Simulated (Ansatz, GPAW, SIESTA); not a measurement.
# Code comparison for SiNi (P2_13, 8 atoms in the cell)

Self-consistent single point.

```
SiNi
1.0
    4.48658     0.00000     0.00000
    0.00000     4.48658     0.00000
    0.00000     0.00000     4.48658
Si Ni
4 4
Cartesian
  2.93050   0.68721   1.55608
  3.79937   3.79937   3.79937
  0.68721   1.55608   2.93050
  1.55608   2.93050   0.68721
  1.57254   3.81583   2.91403
  0.67074   0.67074   0.67074
  3.81583   2.91403   1.57254
  2.91403   1.57254   3.81583
```

Shared settings, as Ansatz (an electronic-structure program) writes them: kpoints.mp_grid.grid = 8 8 8; scf.occupations.method = gaussian; scf.occupations.width = 0.2 eV. Potentials and cutoffs stand in the table.

```json
[
 {"code": "GPAW", "model": "LDA (Perdew-Wang 92), GPAW PAW datasets LDA (gpaw-data 1.0.1)", "pressure (GPa)": "-5.64", "largest force (eV/Å)": "0.066", "cutoff": "850 eV"},
 {"code": "Ansatz", "model": "LDA (PW92), PAW files made with PBE", "pressure (GPa)": "-7.41", "largest force (eV/Å)": "0.057", "cutoff": "420 eV"},
 {"code": "SIESTA", "model": "LDA PW92, numerical atomic orbitals TZP, PseudoDojo LDA standard norm-conserving potentials (rewritten from UPF to PSML)", "pressure (GPa)": "-9.49", "largest force (eV/Å)": "0.165", "cutoff": "grid 350 Ry"}
]
```

On Ansatz's run: spin polarisation is off.

The spread over the programs that give each value: pressure within 3.85 GPa; largest force within 0.108 eV/Å.

SIESTA uses small atom-centred bases, whose incompleteness enters pressures, forces and empty levels differently from a plane-wave cutoff. Ansatz's pressure is given at a fixed set of plane waves, as the other plane-wave codes print theirs; with its correction for the finite basis it is -7.36 GPa. In the pressure, SIESTA (by 2.96) lies more than 1 GPa from the median of the plane-wave programs. In the force vectors, SIESTA (by 0.103) lies more than 0.08 eV/Å from the median of the plane-wave programs.

The starting cell comes from a database of computed structures (which also holds hypothetical and non-ambient phases and stackings), without a prior relaxation at this level. Its lattice was rescaled by a random factor within 2.5 % of one.

Keys are those of Ansatz 0.2.
